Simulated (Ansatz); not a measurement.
**PbSe (model structure, started from the WC type, P-6m2, No. 187, 2 atoms in the cell): properties by level of theory**

```tsv
level (code)	equilibrium lattice constant a (Å)	lattice parameter c (Å)	formation enthalpy (eV/atom)
PBE (Ansatz)	4.227	3.932	-0.450
PBEsol (Ansatz)	4.127	3.884	-0.416
r²SCAN (Ansatz)	4.191	3.919	-0.544
```

Ansatz's density-functional and Hartree–Fock values are scalar-relativistic unless marked +SOC, with PAW data made under PBE.

Computed values are for the static lattice.

A model structure was made by putting elements into a prototype or built by hand; it is no filed structure, need not be a known phase, and can be a saddle point held by its symmetry.

Ansatz is a quantum-chemistry and plane-wave program.
